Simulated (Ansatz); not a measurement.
## RhSb in the zinc blende structure (space group F-43m, No. 216; a hypothetical phase, not in the database extracts checked)

```xyz
2
Lattice="0.0000 2.9270 2.9270 2.9270 0.0000 2.9270 2.9270 2.9270 0.0000" Properties=species:S:1:pos:R:3 pbc="T T T"
Sb     1.4635     1.4635     1.4635
Rh     0.0000     0.0000     0.0000
```

Computed with DFT with r2SCAN, PAW potentials and a 500 eV plane-wave cutoff in Ansatz (a first-principles code), no spin-orbit coupling. Settings: 14×14×14 k-points, 0.05 eV Fermi–Dirac smearing.

* **Volume per atom**: 25.08 Å³
* **Density**: 7.44 g/cm³
* **Band gap**: zero
* **Total energy**: -6457.238 eV/atom (σ→0; compares only within this code and set-up)

Whether these cells are dynamically stable was not tested. All final runs are without spin polarisation.
